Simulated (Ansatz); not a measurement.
Band structure of La2Se3 (P-3m1, 5 atoms in the cell).

```xyz
5
Lattice="4.8565 0.0000 0.0000 -2.4283 4.2059 0.0000 0.0000 0.0000 7.5672" Properties=species:S:1:pos:R:3 pbc="T T T"
La     0.0000     2.8039     1.8668
La     2.4283     1.4020     5.7004
Se     0.0000     0.0000     0.0000
Se     0.0000     2.8039     4.8960
Se     2.4283     1.4020     2.6712
```

Method of the run: PBE (plane waves, PAW; Ansatz, a program for electronic structure).

Settings: kpoints.mp_grid.grid = 8 8 5; hamiltonian.xc = pbe; hamiltonian.pseudopotentials = {kind: paw} (the program's default PAW files); scf.occupations.method = gaussian; scf.occupations.width = 0.2 eV; kpoints.band_path.npoints = 10.

The starting cell was generated: these elements placed on a structure prototype, without a prior relaxation; it need not be a known phase or ordering of this composition.

Predict the gap along the standard path and the places of the band edges.

The gap along the path is 1.91 eV, from Γ to K; the smallest direct gap on it is 2.00 eV. Another conduction valley lies within 0.1 eV, so the order of the valleys is not sure.

Levels in eV from the top of the valence band on the path, bands 32 to 39:
```tsv
point	32	33	34	35	36	37	38	39
Γ	-2.18	-0.62	-0.62	0.00	2.00	2.00	2.12	2.57
M	-1.49	-0.99	-0.93	-0.47	1.93	2.34	2.50	2.59
K	-1.68	-0.87	-0.87	-0.52	1.91	2.43	2.43	2.48
A	-1.14	-1.09	-0.76	-0.76	2.31	2.31	2.44	2.48
L	-1.57	-1.06	-0.89	-0.38	2.27	2.36	2.41	2.56
H	-1.48	-0.97	-0.97	-0.68	2.25	2.40	2.49	2.49
```

Keys are those of Ansatz 0.2.
